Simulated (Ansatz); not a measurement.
# Migration barriers: interstitial Na in zinc-blende InP, charge state +1

Defect: interstitial Na in zinc-blende InP, charge state +1. Computed with PBE, PAW (plane waves to 420 eV; Ansatz, a quantum-chemistry and plane-wave program).

Cell of 64 host sites held at the relaxed PBE lattice; one k-point at (0.250, 0.250, 0.250); Fermi-Dirac width 0.05 eV, spin-restricted; finite-size errors left in. Static, classical nuclei. PBE gaps are too small, and in this host the defect's levels may merge with the bands. The charge state is imposed; whether it is stable for some Fermi level was not computed. Sites that were not tried may lie lower.

Barriers: single points on a 2×2×2 k-point mesh shifted by half a step at the bands' geometries.

```
Route                         Start site over the lowest site run (eV)  Hop (Å)  Forward barrier (eV)  Backward barrier (eV)                 Neighbours at the start                Neighbours at the saddle                        Saddle order  Forward, on the band's own sampling (eV)
----------------------------  ----------------------------------------  -------  --------------------  ---------------------  --------------------------------------  --------------------------------------  ----------------------------------  ----------------------------------------
a direct jump of one Na atom                                      0.00     2.58                  0.82                   0.64  6 In at 3.08; 3 P at 2.64, P at 2.64 Å  3 In at 2.75; 2 P at 2.56, P at 2.57 Å  not checked, on a symmetry element                                      0.83
```

Paths come from CI-NEB runs.  A band can be held on a symmetry element, so unchecked saddle points there may be too high.

The whole set of runs took roughly 1.6 core-hours.
